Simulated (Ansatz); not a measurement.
This Ansatz (an electronic-structure program) input is the reference run, BN in the zinc blende structure (space group F-43m, No. 216), computed with Ansatz PBE, without spin-orbit coupling:

Ansatz 0.2 input:
```yaml
crystal:
  lattice:
    - [0, 1.8123411154, 1.8123411154]
    - [1.8123411154, 0, 1.8123411154]
    - [1.8123411154, 1.8123411154, 0]
  atoms:
    - { symbol: N, position: [0.75, 0.75, 0.75] }
    - { symbol: B, position: [0, 0, 0] }
basis: { ecutwfc: 420, ecutrho_ratio: 4, xc_grid: 2, fft_grid_basis: typed }
kpoints: { mp_grid: { grid: [36, 36, 36] } }
hamiltonian:
  xc: pbe
  dispersion: none
  pseudopotentials: { kind: paw }
scf: { occupations: { method: fermi_dirac, width: 0.0259 }, convergence: { dr2_threshold: 0.0000000002 } }
output: { forces: true, stress: true }
checkpoint: { write: state.ck, write_every: 1000 }
```

Question: Write the input for this change: 0.119 holes added to each cell, a density of 1.0×10^22 cm⁻³, with a uniform compensating background at fixed cell and a 300 K Fermi–Dirac width.

Answer: 
Ansatz 0.2 input:
```yaml
crystal:
  lattice:
    - [0, 1.8123411154, 1.8123411154]
    - [1.8123411154, 0, 1.8123411154]
    - [1.8123411154, 1.8123411154, 0]
  atoms:
    - { symbol: N, position: [0.75, 0.75, 0.75] }
    - { symbol: B, position: [0, 0, 0] }
basis: { ecutwfc: 420, ecutrho_ratio: 4, xc_grid: 2, fft_grid_basis: typed }
kpoints: { mp_grid: { grid: [36, 36, 36] } }
hamiltonian:
  xc: pbe
  dispersion: none
  pseudopotentials: { kind: paw }
total_charge: 0.119056
scf: { occupations: { method: fermi_dirac, width: 0.0259 }, convergence: { dr2_threshold: 0.0000000002 } }
relax: { f_tol: 0.005, max_steps: 30 }
output: { forces: true, stress: true }
checkpoint: { write: state.ck, write_every: 1000 }
```
This is the input that was run.

Carriers are added with a uniform compensating background; total energy and stress of such cells depend on the potential's zero and are not compared; many-body gap narrowing is missing at this level. Stability against distortions was not tested.
